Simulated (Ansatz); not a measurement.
The reference is MgF2 in the rutile structure (space group P4_2/mnm, No. 136).

```
CELL_PARAMETERS angstrom
      4.62196     0.00000     0.00000
      0.00000     4.62196     0.00000
      0.00000     0.00000     3.04619
ATOMIC_POSITIONS crystal
  Mg 0.00000 0.00000 0.00000
  Mg 0.50000 0.50000 0.50000
  F  0.30295 0.30295 0.00000
  F  0.80295 0.19705 0.50000
  F  0.19705 0.80295 0.50000
  F  0.69705 0.69705 0.00000
```

Cartesian axes are those of the cell as printed.

The values are results of DFT with r2SCAN, PAW potentials and a 500 eV plane-wave cutoff in Ansatz (a quantum-chemistry and plane-wave program), spin-orbit coupling left out, not measurements.

Before the change:

- Band gap: 8.07 eV
- Gap character: direct at Γ

Perturbation: biaxial strain −0.51 %, plane normal [001], relaxed out of plane (Cartesian); in-plane vectors clamped, the third vector and the atoms free.

Task: What does the calculation give for the in-plane stress, band gap and gap character after the change?

Result: The mean in-plane stress (compression positive) comes out as +1.0 GPa; the band gap grows by 0.04 eV, from 8.07 eV to 8.11 eV; the gap character remains direct at Γ.

Stability against distortions was not tested.
